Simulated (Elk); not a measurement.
Worked example: self-consistent single point of Yb (Fm-3m, 1 atom in the cell) in Elk.

Level of theory: PBE, all-electron FP-LAPW, Elk's shipped species files, APW+lo basis with extra local orbitals (Elk).

```yaml
crystal:
  lattice:
    - [0.00000, 2.75370, 2.75370]
    - [2.75370, 0.00000, 2.75370]
    - [2.75370, 2.75370, 0.00000]
  atoms:
    - { symbol: Yb, position: [0.00000, 0.00000, 0.00000] }
```

Reference input (self-consistent single point, DFT, PBE, all-electron FP-LAPW, Elk's shipped species files, APW+lo basis with extra local orbitals): xctype = 20; rgkmax = 8; stype = 3; swidth = 0.00367493 Ha; ngridk = 10 10 10; gmaxvr = 16 1/bohr; nxlo = 2; lorbcnd = true; lmaxi = 3. This run's input differs from it in these lines:

```diff
@@ -25,3 +25,3 @@
 swidth
-  0.00367493
+  0.00183747
 
@@ -42,3 +42,3 @@
 ngridk
-  10 10 10
+  17 17 17
```

The program printed (abridged):

```
│ Self-consistent loop started │
│ Loop number : 1 │
 total energy                :     -13915.4300458
│ Loop number : 2 │
 total energy                :     -13957.0966928
RMS change in Kohn-Sham potential (target) :    1.496573616     (  0.1000000000E-05)
Absolute change in total energy (target)   :    41.66664701     (  0.1000000000E-03)
│ Loop number : 3 │
 total energy                :     -14056.2004022
RMS change in Kohn-Sham potential (target) :   0.2689031900     (  0.1000000000E-05)
Absolute change in total energy (target)   :    109.5203712     (  0.1000000000E-03)
│ Loop number : 4 │
   [... lines left out ...]
Absolute change in total energy (target)   :   0.1142933435E-02 (  0.1000000000E-03)
│ Loop number : 17 │
 total energy                :     -14076.0369762
RMS change in Kohn-Sham potential (target) :   0.1250580312E-05 (  0.1000000000E-05)
Absolute change in total energy (target)   :   0.3268554501E-03 (  0.1000000000E-03)
│ Loop number : 18 │
 total energy                :     -14076.0370792
RMS change in Kohn-Sham potential (target) :   0.3247354052E-06 (  0.1000000000E-05)
Absolute change in total energy (target)   :   0.2134518945E-04 (  0.1000000000E-03)
Convergence targets achieved

│ Loop number : 19 │

Energies :
 Fermi                       :     0.143672668116
 total energy                :     -14076.0370508

Density of states at Fermi energy :    43.41293348
 (states/Hartree/unit cell)

Estimated indirect band gap :   0.1190755228E-02
 from k-point    164 to k-point    106
Estimated direct band gap   :   0.3275428132E-02
 at k-point    147

Charges :
 core                        :    46.00000000
 valence                     :    24.00000000
 interstitial                :    1.816075099
 muffin-tins (core leakage)
  species :    1 (Yb)
   atom    1                 :    68.18392490     (  0.1127180973E-05)
 total in muffin-tins        :    68.18392490
 total calculated charge     :    69.99703410
 total charge                :    70.00000000
 error                       :   0.2965897842E-02

│ Self-consistent loop stopped │
```

The run converged in 19 iterations. The count includes the last loop, which Elk runs after its targets are met. Against the reference run the free energy rises by 33.8 meV/atom.

The starting cell has typed, rounded lattice constants, without a prior relaxation at this level. Its lattice was rescaled by up to half a per cent. Spin-orbit coupling is off. Spin polarisation is off. Values depend on the basis (sphere radii, cutoffs, local orbitals), which need not be converged. The log's line on a gap gives a spacing of levels on this mesh, which the program prints for metals too.
